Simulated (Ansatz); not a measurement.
Take TiAl (space group P4/mmm, No. 123; a = 2.8239 Å, c = 4.0746 Å; relaxed with 0.1 eV smearing) as the base. Axes: x, y, z lie along a, b, c of the conventional cell.

Calculations: PBE (Ansatz, a quantum-chemistry and plane-wave program; PAW; 420 eV plane waves; scalar-relativistic without spin-orbit coupling), earlier PAW set.

Base values:

| Item | Result |
|---|---|
| Volume per atom | 16.25 Å³ |

The change: uniaxial stress, 3 GPa compression along z, with the cell and atoms free to relax against it.

### Question
What does the calculation give for the mean lateral Poisson ratio after the change?

### Answer
The mean lateral Poisson ratio amounts to 0.36.

### Question
Predict the new secant Young's modulus along z.

### Answer
The secant Young's modulus along z is 100 GPa.

### Question
Predict the new volume per atom.

### Answer
The volume per atom shrinks by 0.15 Å³ to 16.10 Å³.

### Question
Estimate the effect on the energy relative to the base.

### Answer
The energy grows by 4.9 meV/atom.

Load acts through the strain it causes; cell and atoms are relaxed under it. Stability under load was not tested beyond the relaxation. All final runs are without spin polarisation.
